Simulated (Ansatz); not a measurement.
## W: energy against volume

W (bcc, Im-3m, 15.410 Å³/atom and stress up to 0.01 GPa in the relaxed cell, cube axes along x, y and z) under an equal strain ε along all three axes. LDA in Ansatz, a plane-wave DFT program (PAW, default set), 420 eV, 29×29×29 Γ-centred mesh, Fermi-Dirac smearing 0.10 eV.

Here V stands for volume and E for E less E0.

```
volume (Å³/atom)  E less E0 (meV/atom)  pressure (GPa)
----------------  --------------------  --------------
14.0644                              ?               ?
14.5038                          61.72           23.05
14.7270                          34.12           16.71
14.9524                          14.88           10.77
15.1801                           3.63            5.20
15.4101                           0.00            0.00
15.6424                           3.63           -4.86
15.8770                          14.18           -9.40
16.1140                          31.32          -13.64
16.3533                          54.75          -17.59
```

**Question.** Fit E against V with the third-order Birch-Murnaghan form, a cubic in V^(-2/3), and predict the withheld value at V = 14.0644.

**Answer.** With u = V^(-2/3) - 0.162, the rows have u = 0.006143, 0.004440, 0.002763, 0.001111, -0.000516, -0.002119, -0.003698, -0.005254, -0.006786. Least squares gives E = 0.353 + 1403.63·u + 1393141·u² + 749916·u³. Residuals (row less fit): -0.002, 0.005, -0.003, -0.003, 0.000, 0.003, 0.004, -0.007, 0.003; standard error 0.005 (degrees of freedom: 5). Its minimum lies at u = -0.000504, so V0 = (0.161496)^(-3/2) = 15.41. There d²E/du² = 2784000 and d³E/du³ = 4499000, so B0 = (4/9) × 15.41^(-7/3) × 2784000 × 0.160218 = 336 GPa (the last factor turns the table's units into GPa), and B0' = 4 + (2/3) × 0.161496 × (4499000)/2784000 = 4.2. B0' rests on the cubic coefficient alone and has a standard error of 0.1 from these residuals. At the withheld row, u = 0.009627, so E = 0.353 + 1403.63 × 0.009627 + 1393141 × 0.009627² + 749916 × 0.009627³ = 143.650 meV/atom. The calculation gives 143.60 meV/atom, 0.050 meV/atom below the prediction (0.0 % of the range of E in the table). The row lies outside the fitted rows, so this is an extrapolation. The scatter of the fitted rows lies at the last printed digit.

In a metal these values are sensitive to mesh and smearing; energies are taken to zero smearing, stresses follow the free energy. Spin-orbit coupling is left out, which can shift these values for the heavy elements here. Other structures, which can take over under pressure, weren't tried. The same form fitted to the pressure column gives B0' = 4.2; series where the two differ by over 0.4 aren't shown. Rows are the converged runs of the series near zero and its far end, less any whose ions stayed unrelaxed beside relaxed ones; series whose fitted rows scatter by over a few per cent of the range, as at a crossing or softening among them, aren't shown in this form.
